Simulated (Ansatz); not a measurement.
GaSb, response to strain

The reference is GaSb in the zinc blende structure (space group F-43m, No. 216; a = 6.2134 Å).

Strains are applied to the cell and any free atomic positions relax.

Method: PBE in Ansatz (plane waves to 420 eV, PAW, no spin-orbit coupling).

Notes on the quantities. energy relative to the base: free energy F.

```json
[
 {"variant": "base", "energy relative to the base": "0 meV/atom", "pressure": "0.0 GPa", "band gap": "zero", "volume per atom": "29.99 Å³"},
 {"variant": "isotropic strain −3.00 %", "energy relative to the base": "+38 meV/atom", "pressure": "5.1 GPa", "band gap": "0.36 eV", "volume per atom": "27.37 Å³"},
 {"variant": "isotropic strain −2.50 %", "energy relative to the base": "+26 meV/atom", "pressure": "4.1 GPa", "band gap": "0.25 eV", "volume per atom": "27.79 Å³"},
 {"variant": "isotropic strain −2.00 %", "energy relative to the base": "+16 meV/atom", "pressure": "3.1 GPa", "band gap": "0.14 eV", "volume per atom": "28.22 Å³"},
 {"variant": "isotropic strain −0.50 %", "energy relative to the base": "+1.0 meV/atom", "pressure": "0.7 GPa", "band gap": "zero", "volume per atom": "29.54 Å³"},
 {"variant": "isotropic strain +0.50 %", "energy relative to the base": "+0.9 meV/atom", "pressure": "-0.6 GPa", "band gap": "zero", "volume per atom": "30.44 Å³"},
 {"variant": "isotropic strain +1.00 %", "energy relative to the base": "+3.6 meV/atom", "pressure": "-1.2 GPa", "band gap": "zero", "volume per atom": "30.89 Å³"},
 {"variant": "isotropic strain +1.50 %", "energy relative to the base": "+8.0 meV/atom", "pressure": "-1.8 GPa", "band gap": "zero", "volume per atom": "31.35 Å³"},
 {"variant": "isotropic strain +2.00 %", "energy relative to the base": "?", "pressure": "?", "band gap": "zero", "volume per atom": "31.82 Å³"},
 {"variant": "isotropic strain +3.00 %", "energy relative to the base": "+30 meV/atom", "pressure": "-3.2 GPa", "band gap": "zero", "volume per atom": "32.77 Å³"}
]
```

Task: What belongs in the blanks?

Result: 
- isotropic strain +2.00 %, energy relative to the base: +14 meV/atom
- isotropic strain +2.00 %, pressure: -2.3 GPa

With Sb present, leaving out spin-orbit coupling can change the band edges. Stability against distortions was not tested. The final runs are not spin-polarised. A zero or small gap of GaSb can be the functional's error rather than a property of the material.

Ansatz is a quantum-chemistry and plane-wave program.
